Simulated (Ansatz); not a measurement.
Consider RuSi (space group P2_13, No. 198; a = 4.736 Å).

Computed with Ansatz (an electronic-structure program) PBE, no SOC.

Base values:

The gap between the host's bands is 0.23 eV.

It is then changed as follows: 0.212 electrons added to each cell, a density of 2.0×10^21 cm⁻³, with a uniform compensating background at fixed cell and a 300 K Fermi–Dirac width.

Estimate the effect on the gap between the host's bands.

The gap between the host's bands goes up by 0.02 eV (0.23 eV → 0.25 eV).

Estimate the effect on the Fermi level from band edge.

The Fermi level relative to the doped band's edge (positive inside the band; to 0.05 eV) amounts to 0.00 eV.

Charged cell with a jellium background: band edges are those of the host's band count, energies are not comparable with the neutral cell, and many-body gap narrowing is missing. No phonon test of stability was made. A zero or small gap of RuSi can be the functional's error rather than a property of the material.
